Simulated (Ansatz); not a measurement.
Mo2GeN (model structure, started from the MAX type, P6₃/mmc, No. 194, 8 atoms in the cell) was calculated with PBEsol in Ansatz (PAW).

Numerical settings: plane-wave cutoff 520 eV, 24×24×6 k mesh (along the axes of the cell as run), Fermi–Dirac smearing 0.05 eV, no spin polarisation, scalar-relativistic PAW data made under PBE.

Cell (relaxed at this level):

```cif
data_Ge2Mo4N2
_chemical_formula_sum 'Ge2 Mo4 N2'
_space_group_name_H-M_alt 'P 1'
_space_group_IT_number 1
_cell_length_a 3.17481
_cell_length_b 3.17481
_cell_length_c 12.00755
_cell_angle_alpha 90.000
_cell_angle_beta 90.000
_cell_angle_gamma 120.000
loop_
_space_group_symop_operation_xyz
  'x, y, z'
loop_
_atom_site_label
_atom_site_type_symbol
_atom_site_fract_x
_atom_site_fract_y
_atom_site_fract_z
_atom_site_occupancy
Ge1 Ge 0.33333 0.66667 0.75000 1
Ge2 Ge 0.66667 0.33333 0.25000 1
Mo1 Mo 0.33333 0.66667 0.08461 1
Mo2 Mo 0.66667 0.33333 0.58461 1
Mo3 Mo 0.66667 0.33333 0.91539 1
Mo4 Mo 0.33333 0.66667 0.41539 1
N1 N 0.00000 0.00000 0.00000 1
N2 N 0.00000 0.00000 0.50000 1
```

Problem. Predict the bulk modulus.

Solution. 
bulk modulus: 224 GPa

Note: the run has no spin polarisation, so it can have missed a magnetic state; the bulk modulus is −V dP/dV from two relaxed cells at ±2 % in volume; the relaxation could raise the start's symmetry but not lower it, so the cell can be a saddle point.

Static lattice: no zero-point or thermal effects.

Cost on a shared machine: very roughly 15 core-minutes.

A model structure was made by putting elements into a prototype or built by hand; it is no filed structure, need not be a known phase, and can be a saddle point held by its symmetry.

Ansatz is a first-principles code.
